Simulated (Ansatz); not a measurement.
## LiCl: energy against strain

LiCl (rock salt, Fm-3m, 16.235 Å³/atom at rest) under an equal strain ε in the (001) plane with the normal axis free, as in a coherent film. PBEsol in Ansatz, a plane-wave DFT program (PAW, default set), 420 eV, 11×11×11 Γ-centred mesh, Fermi-Dirac smearing 0.05 eV; ions are relaxed within the symmetry of each cell.

Here s stands for strain and y for E less E0.

| strain (%) | E less E0 (meV/atom) |
|---|---|
| -1.50 | 1.72 |
| -1.00 | 0.75 |
| -0.50 | 0.18 |
| 0.00 | 0.00 |
| 0.50 | 0.17 |
| 1.00 | 0.68 |
| 1.50 | 1.50 |
| 3.00 | ? |

Fit y of the 7 rows that show it with a parabola. Least squares gives y = -0.002 - 0.0579·s + 0.7167·s². Residuals (row less fit): 0.023, -0.023, -0.026, 0.002, 0.022, 0.023, -0.024; standard error 0.029 (degrees of freedom: 4). Twice the quadratic coefficient over the volume, 2 × 0.7167 meV × 10⁴ × 0.1602 / 16.235 Å³, is twice the biaxial elastic modulus of this plane = 141 ± 2 GPa.

**Question.** What does the fit predict for y at s = 3.00, and how far is the calculated value from it?

**Answer.** y = -0.002 - 0.0579 × 3.0 + 0.7167 × 3.0² = 6.275 meV/atom. The calculation gives 5.62 meV/atom, 0.655 meV/atom below the prediction (11.7 % of the range of y in the table). The row lies outside the fitted rows, so this is an extrapolation. From the scatter of the fitted rows alone, a prediction at this place has a standard error of 0.110 meV/atom, so the miss is 6.0 times that.

One order more, fitted to all 13 runs of the series, follows each within 0.01, so the miss is the next term of a smooth law. Rows are the converged runs of the series near zero and its far end; series whose fitted rows scatter by over a few per cent of the range, as at a crossing or softening among them, aren't shown in this form. Most that stay on the fit to the last digits aren't either.
